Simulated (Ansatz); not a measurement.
A self-consistent single point of BaZrO3 (Pm-3m, 5 atoms in the cell) with Ansatz (a first-principles code)

Method of the run: PBE (plane waves, PAW; Ansatz).

This input was run:

Ansatz 0.2 input:
```yaml
# BaZrO3
crystal:
  lattice:
    - [4.190000, 0.000000, 0.000000]
    - [0.000000, 4.190000, 0.000000]
    - [0.000000, 0.000000, 4.190000]
  atoms:
    - { symbol: Ba, position: [0.000000, 0.000000, 0.000000] }
    - { symbol: Zr, position: [0.500000, 0.500000, 0.500000] }
    - { symbol: O, position: [0.500000, 0.000000, 0.500000] }
    - { symbol: O, position: [0.000000, 0.500000, 0.500000] }
    - { symbol: O, position: [0.500000, 0.500000, 0.000000] }
basis:
  ecutwfc: 420.0 eV
kpoints:
  mp_grid: { grid: [8, 8, 8] }
hamiltonian:
  xc: pbe
  pseudopotentials: { kind: paw }
scf:
  occupations: { method: fermi_dirac, width: 0.02 eV }
output:
  forces: true
  eigenvalues: true
  stress: true
```

Log, with long lists cut:

```
Pseudopotentials: kind: paw
Pseudopotential: Ba, paw, valence charge 10
Pseudopotential: Zr, paw, valence charge 12
Pseudopotential: O, paw, valence charge 6
Crystal: 5 atoms, lattice volume = 73.560 Å³
Basis set: ecut = 420 eV, 1419 PW (Γ), exchange–correlation on 60×60×60 points (8 copies of the dense FFT grid, shifted against one another)
Bands: 25, of which v1, the nominal top of the filled ones, is band 20 counted from 1 (19 counted from 0)
Symmetry: 48 space group operations
Space group: Pm-3m (ITA 221), of the structure as read, at distance tolerance 4.2e-5 Å
k-points: 35 of 512
Initial density: superposition of atomic densities (neutral atoms: chi_scale 0, normalization atom), corrected by the library's trained network
Initial wavefunctions: pseudopotential atomic-orbital guess
Eigensolver: davidson
Functional: x = pbe(κ = 0.804, μ = 0.2195149727645171), c = pbe(β = 0.06672455060314922)
SCF iter   1: F=—  HF=-11844.669656 eV  |F-HF|=—  |Δ(HF+E_count)|=         —  Δρ=8.40e-4  dr2=2.41e-4  ethr=1.77e-3  ⟨swp⟩=7.7  Hψ=4719  notcnv=0
all-band conjugate gradients solve this SCF's bands
preconditioner: auto → Resta (q_TF=auto, 2.465 Å⁻¹)
SCF iter   2: F=—  HF=-11844.669362 eV  |F-HF|=—  |Δ(HF+E_count)|=   2.94e-4  Δρ=4.48e-4  dr2=6.97e-5  ethr=6.02e-7  ⟨swp⟩=2.8  Hψ=1959  notcnv=0  defer=12
SCF iter   3: F=—  HF=-11844.669419 eV  |F-HF|=—  |Δ(HF+E_count)|=   5.71e-5  Δρ=3.52e-4  dr2=6.86e-5  ethr=1.74e-7  ⟨swp⟩=2.0  Hψ=1365  notcnv=0  defer=15
SCF iter   4: F=—  HF=-11844.669404 eV  |F-HF|=—  |Δ(HF+E_count)|=   1.47e-5  Δρ=9.71e-5  dr2=2.28e-6  ethr=1.72e-7  ⟨swp⟩=2.0  Hψ=1203  notcnv=0  defer=15
iter 5 did not close the SCF: its close was put off for the readings that it lacked (scf_convergence_deferred on its scf_iter line)
SCF iter   5: F=-11844.669410 eV  HF=-11844.669410 eV  |F-HF|=4.28e-8  |Δ(HF+E_count)|=   6.42e-6  Δρ=7.93e-6  dr2=2.51e-8  ethr=5.70e-9  ⟨swp⟩=2.1  Hψ=1438  notcnv=0  defer=15
SCF iter   6: F=-11844.669410 eV  HF=-11844.669410 eV  |F-HF|=2.10e-9  |Δ(HF+E_count)|=   4.65e-8  Δρ=1.64e-6  dr2=1.48e-9  ethr=6.28e-11  ⟨swp⟩=6.9  Hψ=3924  notcnv=0
SCF 1 converged in 6 iterations: F = -11844.669410 eV  dr2 = 1.48e-9
SCF converged after 6 iterations
Free energy (F): -11844.669410 eV
Harris-Foulkes:  -11844.669410 eV  (|F-HF|=2.10e-9)
Internal energy: -11844.669410 eV  (E = F + TS)
E sigma→0 (E₀):  -11844.669410 eV
Fermi energy:    11.474683 eV
--- Per-component energies (eV) ---
  E_band       = -90.394861
  E_kinetic    = 1034.150738
  E_local      = -1939.148370  (includes V_loc(G=0)·N_el)
  E_nonlocal   = 275.981421
  E_hartree    = 687.772326
  E_xc         = -556.357296
  E_vxc        = -615.857480  (∫ρ·V_xc dr)
  E_paw        = -8652.437106  (= ΣΔE_a)
  E_vpaw       = -221.073181  (= ΣTr[D̂ρ^β])
  E_aug_tail   = 0.007361  (compensation charges beyond the density's cutoff)
  E_ewald      = -2694.638485
  E_smearing   = -0.000000  (= −TS)
  E_closure    = 0.000000  (closes the sum)
  Σ components = -11844.669410   (vs F -11844.669410, Δ=0.00e0)
--- Forces (eV/Å), atoms counted from 1 ---
  atom   1  Ba    -0.00000000     0.00000000     0.00000000
   [... zero for the other atoms too ...]
  max |Σ_I F_I| component: 6.86e-29 eV/Å
--- Stress (GPa, compression-positive) ---
        4.209238       0.000000       0.000000
        0.000000       4.209238       0.000000
        0.000000       0.000000       4.209238
  P = ⅓ Tr σ = 4.2092 GPa (42.092 kbar)
  The stress holds the Pulay correction. Without it, at fixed plane waves, as pw.x and ABINIT print it: P = 3.7152 GPa
--- Band table (eV; the first three rows and the last of 35) ---
  k-point 0: bands = ["-37.1290", "-15.3266", "-15.2961", "-15.2961", "-15.2961", "-6.4956", "-6.2215", "-6.2215", "-0.4732", "-0.4732", "-0.4732", "8.4173", "8.4173", "8.4173", "8.8430", "8.8430", "8.8430", "9.6479", "9.6479", "9.6479", "13.0854", [...]
  k-point 1: bands = ["-37.1286", "-15.4172", "-15.2951", "-15.2951", "-15.2340", "-6.4907", "-6.2183", "-6.1222", "-0.4630", "-0.4630", "-0.4438", "8.1714", "8.3660", "8.3660", "8.6999", "8.6999", "8.7347", "9.2340", "9.5934", "9.5934", "13.1325", [...]
  k-point 2: bands = ["-37.1275", "-15.5362", "-15.2925", "-15.2925", "-15.1812", "-6.5515", "-6.2105", "-5.7953", "-0.4380", "-0.4380", "-0.3735", "7.4190", "8.2243", "8.2243", "8.4109", "8.4109", "8.4969", "8.5964", "9.5012", "9.5012", "13.2545", [...]
  k-point 34: bands = ["-37.1197", "-15.5292", "-15.5292", "-15.5292", "-15.1948", "-5.2797", "-5.2797", "-5.2797", "-0.9679", "-0.9679", "-0.9679", "6.1341", "6.1341", "6.3773", "7.3503", "7.3503", "7.3503", "9.8427", "9.8427", "9.8427", "15.9169", [...]
```

The run converged in 6 iterations.

The starting cell has typed, rounded lattice constants, without a prior relaxation at this level. With a pressure of about 4 GPa the cell is away from its equilibrium volume at this level. Ansatz's pressure includes its estimate of the finite-basis (Pulay) stress.
